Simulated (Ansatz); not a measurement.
Structure of amorphous Si30N42Be3 (periodic cell):

```yaml
crystal:
  lattice:
    - [9.26686, -0.12984, -0.12147]
    - [-0.12984, 9.29832, -0.10675]
    - [-0.12147, -0.10675, 9.61956]
  atoms:
    - { symbol: Si, position: [0.07537, 0.89274, 0.87821] }
    - { symbol: Si, position: [0.02670, 0.39536, 0.13931] }
    - { symbol: Si, position: [0.41215, 0.62580, 0.71732] }
    - { symbol: Si, position: [0.67985, 0.08113, 0.46741] }
    - { symbol: Si, position: [0.35337, 0.43299, 0.13120] }
    - { symbol: Si, position: [0.22875, 0.79694, 0.63317] }
    - { symbol: Si, position: [0.85824, 0.89865, 0.28096] }
    - { symbol: Si, position: [0.11418, 0.66581, 0.10818] }
    - { symbol: Si, position: [0.18525, 0.93586, 0.31850] }
    - { symbol: Si, position: [0.83749, 0.30280, 0.66385] }
    - { symbol: Si, position: [0.37427, 0.07052, 0.00797] }
    - { symbol: Si, position: [0.72477, 0.58927, 0.70442] }
    - { symbol: Si, position: [0.49270, 0.96777, 0.74913] }
    - { symbol: Si, position: [0.68579, 0.37231, 0.45882] }
    - { symbol: Si, position: [0.89227, 0.58722, 0.34305] }
    - { symbol: Si, position: [0.14384, 0.26538, 0.64292] }
    - { symbol: Si, position: [0.37709, 0.29329, 0.86029] }
    - { symbol: Si, position: [0.42335, 0.91387, 0.42920] }
    - { symbol: Si, position: [0.65582, 0.97006, 0.12880] }
    - { symbol: Si, position: [0.58257, 0.51931, 0.97059] }
    - { symbol: Si, position: [0.91477, 0.80804, 0.56725] }
    - { symbol: Si, position: [0.76766, 0.04140, 0.85579] }
    - { symbol: Si, position: [0.84470, 0.69012, 0.01857] }
    - { symbol: Si, position: [0.38097, 0.23802, 0.39731] }
    - { symbol: Si, position: [0.18232, 0.41441, 0.39019] }
    - { symbol: Si, position: [0.98674, 0.16635, 0.40138] }
    - { symbol: Si, position: [0.04946, 0.55050, 0.61624] }
    - { symbol: Si, position: [0.77160, 0.26834, 0.98180] }
    - { symbol: Si, position: [0.41973, 0.76192, 0.17391] }
    - { symbol: Si, position: [0.08088, 0.16608, 0.92318] }
    - { symbol: N, position: [0.89377, 0.64963, 0.65070] }
    - { symbol: N, position: [0.65641, 0.90756, 0.79971] }
    - { symbol: N, position: [0.06299, 0.12372, 0.55973] }
    - { symbol: N, position: [0.81294, 0.95585, 0.57874] }
    - { symbol: N, position: [0.45219, 0.47249, 0.82662] }
    - { symbol: N, position: [0.19796, 0.25707, 0.81132] }
    - { symbol: N, position: [0.96573, 0.28142, 0.01159] }
    - { symbol: N, position: [0.25051, 0.85693, 0.47217] }
    - { symbol: N, position: [0.34462, 0.39541, 0.30291] }
    - { symbol: N, position: [0.18073, 0.49463, 0.09719] }
    - { symbol: N, position: [0.47398, 0.92884, 0.08794] }
    - { symbol: N, position: [0.26711, 0.32149, 0.52501] }
    - { symbol: N, position: [0.22653, 0.78978, 0.19452] }
    - { symbol: N, position: [0.37349, 0.81737, 0.75057] }
    - { symbol: N, position: [0.45839, 0.59417, 0.09109] }
    - { symbol: N, position: [0.93760, 0.57586, 0.15974] }
    - { symbol: N, position: [0.36847, 0.26709, 0.04057] }
    - { symbol: N, position: [0.53691, 0.98127, 0.56273] }
    - { symbol: N, position: [0.05075, 0.30551, 0.29566] }
    - { symbol: N, position: [0.22762, 0.61036, 0.65873] }
    - { symbol: N, position: [0.33644, 0.06028, 0.33443] }
    - { symbol: N, position: [0.01379, 0.00860, 0.29696] }
    - { symbol: N, position: [0.81879, 0.22772, 0.48174] }
    - { symbol: N, position: [0.56093, 0.23395, 0.43221] }
    - { symbol: N, position: [0.70501, 0.42015, 0.63435] }
    - { symbol: N, position: [0.77033, 0.21618, 0.80089] }
    - { symbol: N, position: [0.02172, 0.74157, 0.96789] }
    - { symbol: N, position: [0.00463, 0.38506, 0.67032] }
    - { symbol: N, position: [0.49969, 0.77173, 0.33866] }
    - { symbol: N, position: [0.95752, 0.03166, 0.84690] }
    - { symbol: N, position: [0.77988, 0.82463, 0.12438] }
    - { symbol: N, position: [0.18949, 0.01892, 0.97657] }
    - { symbol: N, position: [0.72273, 0.62058, 0.89059] }
    - { symbol: N, position: [0.71831, 0.52676, 0.37130] }
    - { symbol: N, position: [0.90324, 0.76576, 0.39135] }
    - { symbol: N, position: [0.07153, 0.86403, 0.68917] }
    - { symbol: N, position: [0.72535, 0.09392, 0.02307] }
    - { symbol: N, position: [0.58079, 0.67174, 0.61637] }
    - { symbol: N, position: [0.44349, 0.11560, 0.84131] }
    - { symbol: N, position: [0.67155, 0.39197, 0.05066] }
    - { symbol: N, position: [0.05820, 0.54529, 0.43402] }
    - { symbol: N, position: [0.71103, 0.00651, 0.30380] }
    - { symbol: Be, position: [0.59409, 0.65400, 0.42821] }
    - { symbol: Be, position: [0.97512, 0.02079, 0.66330] }
    - { symbol: Be, position: [0.66083, 0.85960, 0.63366] }
```

Methods: PBE, scalar-relativistic without spin-orbit coupling (Ansatz, an electronic-structure program); r2SCAN, scalar-relativistic without spin-orbit coupling (Ansatz); HSE06, scalar-relativistic without spin-orbit coupling (Ansatz). Neutral PBE cell, which sets geometry, pressure and energy: sampling: a 2×2×2 Γ-centred mesh; Fermi-Dirac width 0.02 eV; no spin polarisation. Exact exchange is cut at the faces of this 9 Å cell, which leaves hybrid gaps a finite-size error.

A CHGNet melt-quench gave the starting glass, which DFT then relaxed. N atoms were pushed apart under 1.9 Å during the dynamics, to hinder bonds among them. The hot cell started wider than the set density and was brought back towards it in steps. It is the lowest in DFT energy of 2 quenches. It is a model cell: composition and starting density were chosen by hand, and all elements were melted together. No dispersion term was used. Its density started from a set value of 2.94 and ended at 2.92 g/cm³. The quench (nominally 300 K/ps over its main leg) was far faster than any real one, so the model tends to hold more defects than a real film. One small periodic cell is one sample of the glass; other quenches scatter about these values. Volume and shape were free in the relaxation.

### Question
Give the pressure and the spacing of the highest filled and lowest empty levels.

### Answer

```json
{
  "Pressure on a 2×2×2 Γ-centred mesh": "0.06 GPa",
  "Largest force and stress component on that mesh (the relaxation ran on the zone centre alone)": "0.12 eV/Å and 0.2 GPa",
  "Level gap on a 2×2×2 Γ-centred mesh (PBE)": "2.50 eV",
  "Level gap at the zone centre (PBE)": "2.50 eV",
  "Level gap at the zone centre (r2SCAN)": "2.95 eV",
  "Level gap at the zone centre (HSE06)": "3.85 eV",
  "Distance between the nearest levels spread over more than a fifth of the atoms or a third of the atoms of their main element (six at least) (PBE, zone centre)": "2.95 eV"
}
```

### Question
At PBE and the zone centre, how localised are the states just below and above the Fermi level (participation number: the atoms over which a state spreads)?

### Answer
The highest filled state is spread over 3.7 atoms' worth, largest on N70, with weights by element (charge in smoothed Voronoi cells) N 0.89, Si 0.11, Be 0.00. The lowest empty state is spread over 38.5 atoms' worth, largest on Si3, with weights by element (charge in smoothed Voronoi cells) N 0.50, Si 0.47, Be 0.03.

At PBE the levels at the filled edge of the gap are localised (band-tail or defect states), and the nearest spread-out levels lie 2.9 eV apart at the zone centre.

Cut-offs for bonds: Si-Si 2.60 Å, Si-N 2.14 Å, Si-Be 2.28 Å, N-N 1.70 Å, N-Be 2.00 Å, Be-Be 2.11 Å. Two cations that share two anions don't count as bonded, nor two that share one unless they lie closer than Si-Si 2.38 Å, Si-Be 2.21 Å, Be-Be 2.05 Å.

Added carriers, by PBE, scalar-relativistic without spin-orbit coupling (Ansatz) on the zone centre alone. Charged cells keep the cell fixed and stand in a uniform background, with no image correction, at a width of 0.01 eV; where the count is odd the moment is locked at 1 μB, unless the neutral cell bore moments. Each starts from the undistorted neutral geometry alone. PBE's self-interaction favours spread-out carriers, so it can miss traps that a hybrid finds.

### Question
What happens at PBE when the cell takes an extra electron and the atoms relax?

### Answer
Relaxation lowers the charged cell by 0.25 eV. The largest moves are N62 0.28 Å, Si1 0.21 Å, N66 0.19 Å, N60 0.12 Å. The level that holds the added charge spreads over 6.0 atoms' worth, most on Si1 (weight 0.37): a localised (trapped) carrier, which neighbours of that atom can share. No bond crosses its cut-off with a change of over 0.15 Å (metal-metal contacts aside). Made neutral again at that geometry, the cell lies +0.93 eV from the neutral start.

### Question
What happens at PBE when the cell takes a hole and the atoms relax?

### Answer
Relaxation lowers the charged cell by 0.21 eV. The largest moves are N70 0.14 Å, N47 0.11 Å, Si20 0.11 Å, Si28 0.09 Å. The level that was emptied spreads over 3.8 atoms' worth, most on N70 (weight 0.48): a localised (trapped) carrier, which neighbours of that atom can share. No bond crosses its cut-off with a change of over 0.15 Å (metal-metal contacts aside). Made neutral again at that geometry, the cell lies +0.47 eV from the neutral start.

A PBE run started with 1 μB on atoms that lack a bond or may hold spare charge lost its moments; other starts weren't tried.
